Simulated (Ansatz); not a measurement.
Base system: GaP in the zinc blende structure (space group F-43m, No. 216; a = 5.439 Å). Axes: x, y, z lie along the cube axes.

Level of theory: PBEsol/PAW in Ansatz (a program for electronic structure), without spin-orbit coupling.

Strains are applied to the cell and any free atomic positions relax; under biaxial strain the out-of-plane vector relaxes too.

One change was made to it. Results:

```tsv
quantity	base	after
energy relative to the base (free energy F)	0 meV/atom	+3.8 meV/atom
smallest direct gap	1.80 eV	1.54 eV
```

**Question.** Which of these changes matches the shifts?
A. biaxial strain −1.25 %, plane normal [111], relaxed out of plane
B. biaxial strain −1.67 %, plane normal [111], relaxed out of plane
C. biaxial strain −2.08 %, plane normal [111], relaxed out of plane
D. biaxial strain +0.83 %, plane normal [111], relaxed out of plane
E. biaxial strain +1.25 %, plane normal [111], relaxed out of plane

**Answer.** E, biaxial strain +1.25 %, plane normal [111], relaxed out of plane. For comparison, the smallest direct gap in the other runs: biaxial strain +0.83 %, plane normal [111], relaxed out of plane gives 1.63 eV; biaxial strain −1.25 %, plane normal [111], relaxed out of plane gives 1.88 eV; biaxial strain −1.67 %, plane normal [111], relaxed out of plane gives 1.89 eV; biaxial strain −2.08 %, plane normal [111], relaxed out of plane gives 1.90 eV.

Whether these cells are dynamically stable was not tested.
